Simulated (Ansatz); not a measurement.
The starting structures come from a database of crystals and need not be the phases stable at ambient conditions.

Given:

```xyz
12
Lattice="6.6856 0.0000 0.0000 -1.0565 6.6611 0.0000 2.1131 -3.0053 5.5682" Properties=species:S:1:pos:R:3 pbc="T T T"
Si     4.2988     2.6921     5.2593
Si     6.5851     0.7872     0.6361
Cu     3.3507     2.4936     1.4322
Cu     7.7500     1.0900     4.2698
Cu     4.4044    -0.6138     3.2848
Cu     6.6907     4.2521     2.3159
Se     6.6819    -0.2859     2.6215
Se     2.2826     4.6267     1.6778
Se     3.3207     1.4876     3.6138
Se     5.6069     2.8238     0.7398
Se     6.5423     3.1737     4.5229
Se     4.2561    -1.8668     5.3976
```

Space group of this cell: Cc. The cell is taken as given.

Transport runs along the normal of the first two printed cell vectors.

The gap is the functional's own. No spin-orbit coupling. Mid-gap values are interpolated on the energy grid.

Problem. State the band gap and the smallest decay constant κ at mid-gap according to Ansatz (a program for electronic structure) with r2SCAN.

Solution. Gap 0.68 eV on a 6×6×6 mesh; κ = 0.083 1/Å, at the zone centre.
